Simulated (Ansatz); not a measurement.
We consider NaCl (model structure, F-43m, No. 216, 2 atoms in the cell), described by G0W0@PBEsol in Ansatz (plane waves, hard PAW, contour deformation).

The cell is the one relaxed with PBEsol. Conventional cell: a = 6.1748 Å, b = 6.1748 Å, c = 6.1748 Å, α = 90.00°, β = 90.00°, γ = 90.00°.

One run with a 6×6×6 mesh, response cutoff 100 eV and 246 empty bands, not extrapolated in mesh or basis; no spin–orbit coupling.

Highest filled and lowest empty level by k point (fractions of the reciprocal vectors of the cell (0.000 3.087 3.087) (3.087 0.000 3.087) (3.087 3.087 0.000) Å; eV from the valence maximum of each method):

```csv
k,PBEsol filled,PBEsol empty,QP filled,QP empty
0 0 0,0.00,4.84,0.00,7.81
0 0 -0.5,-0.09,7.48,[?],[?]
0 0.167 0.167,-0.08,5.64,-0.10,8.66
0 0.167 -0.5,-0.15,7.74,-0.18,10.90
0 0.167 -0.167,-0.03,6.28,[?],[?]
0 0.333 -0.333,-0.19,7.95,-0.23,10.97
0 -0.5 -0.5,-0.31,6.92,-0.37,9.90
0.167 -0.5 -0.333,-0.34,7.47,-0.41,10.47
```

Problem. Estimate the withheld levels to about 0.1 eV.

Solution. 
- 0 0 -0.5, QP filled: -0.12
- 0 0 -0.5, QP empty: 10.70
- 0 0.167 -0.167, QP filled: -0.04
- 0 0.167 -0.167, QP empty: 9.35

Note: the relaxation could raise the start's symmetry but not lower it, so the cell can be a saddle point.

A model structure was made by putting elements into a prototype or built by hand; it is no filed structure, need not be a known phase, and can be a saddle point held by its symmetry.

Ansatz is a program for electronic structure.
